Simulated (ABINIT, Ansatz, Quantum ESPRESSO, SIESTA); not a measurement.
**Code comparison for WC (P-6m2, 2 atoms in the cell)**

Self-consistent single point.

```
WC
1.0
    1.45500    -2.52013     0.00000
    1.45500     2.52013     0.00000
    0.00000     0.00000     2.84000
W C
1 1
Direct
  0.00000   0.00000   0.00000
  0.33333   0.66667   0.50000
```

Shared settings, as Ansatz (a first-principles code) writes them: kpoints.mp_grid.grid = 17 17 15; scf.occupations.method = gaussian; scf.occupations.width = 0.272 eV. Potentials and cutoffs stand in the table.

```
code                                                                                                                                 model  pressure (GPa)       cutoff
----------------  ------------------------------------------------------------------------------------------------------------------------  --------------  -----------
Ansatz                                                                                         LDA (PW92), default PAW files made with PBE          -11.54      default
ABINIT                                                                                                  LDA (PW92), PAW (JTH v2.0 LDA PAW)          -11.60        21 Ha
Quantum ESPRESSO                                                                       LDA (PZ), GBRV 1.5 ultrasoft (LDA) pseudopotentials          -12.95        40 Ry
SIESTA            LDA PW92, numerical atomic orbitals DZP, PseudoDojo LDA standard norm-conserving potentials (rewritten from UPF to PSML)           -9.48  grid 350 Ry
```

On Ansatz's run: spin-orbit coupling is off. Spin polarisation is off.

The spread over the programs that give each value: pressure within 3.47 GPa.

SIESTA uses small atom-centred bases, whose incompleteness enters pressures, forces and empty levels differently from a plane-wave cutoff. Ansatz's pressure is given at a fixed set of plane waves, as the other plane-wave codes print theirs; with its correction for the finite basis it is -11.20 GPa (the shift of 0.34 GPa shows how far the cutoff is from converged). The same LDA comes in different parametrisations, which differ slightly. In the pressure, Quantum ESPRESSO (by 1.35) and SIESTA (by 2.11) lie more than 1 GPa from the median of the plane-wave programs.

The starting cell has typed, rounded lattice constants, without a prior relaxation at this level.

Left out of this page: GPAW, Elk and FLEUR (not drawn, or without a comparable value).

Keys are those of Ansatz 0.2.
